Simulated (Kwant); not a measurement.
Model system: stadium cavity between two wires in a Ge (holes) two-dimensional gas. Effective mass 0.06 mₑ, grid spacing 3.3 nm, hard walls, nominal width 40 nm (13 grid rows, so walls 46.2 nm apart), one parabolic valley, scattering region 320 nm long along x; energies count from the band bottom; Fermi energy swept from 0.0031336 to 0.047004 eV. Cavity of radius 70 nm, straight part 70 nm, centre moved sideways by 28 nm.

The device is made up for the run: typed textbook-type constants, with dimensions and the other settings drawn at random.

Model: effective-mass tight-binding model on a square grid, one spin, coherent transport at 0 K (Kwant). Conductance is in e²/h.

Task: How many channels do the leads carry at E = 21.9, 34.8 meV?

Result: The hard-wall thresholds are n² ħ²π²/(2mW²) = n² × 2.94 meV with W = 46.2 nm. √(21.9/2.94) = 2.73, so 2. √(34.8/2.94) = 3.44, so 3.
